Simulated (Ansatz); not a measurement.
# CoO (within 0.1 Å of F-43m, No. 216, 4 atoms in the cell; start mp-22408; a measured phase of this formula has another space group)

All values below come from r²SCAN (PAW; Ansatz, an electronic-structure program).

Settings: plane-wave cutoff 560 eV, 20×20×20 k mesh, Fermi–Dirac smearing 0.05 eV, spin-polarised start, scalar-relativistic PAW data made under PBE.

Cell (relaxed at this level):

```
CoO
1.0
    1.60298     0.92548     5.14555
   -1.60298     0.92548     5.14555
    0.00000    -1.85096     5.14555
Co O
2 2
Cartesian
  0.00000   0.00000  15.42712
  0.00000   0.00000   7.70882
  0.00000   0.00000   5.79839
  0.00000   0.00000  13.51667
```

```
Quantity                                                  Value
-------------------------------------------  ------------------
band gap                                     0.64 eV (indirect)
smallest direct gap on the k points sampled             0.92 eV
```

Note: the magnetic order was assumed, not searched for or taken from measurement.

The computed numbers hold no vibrational or temperature effects.

The result took around 17 core-minutes (rough).

A start named mp-… is a Materials Project structure, which need not be a measured phase.
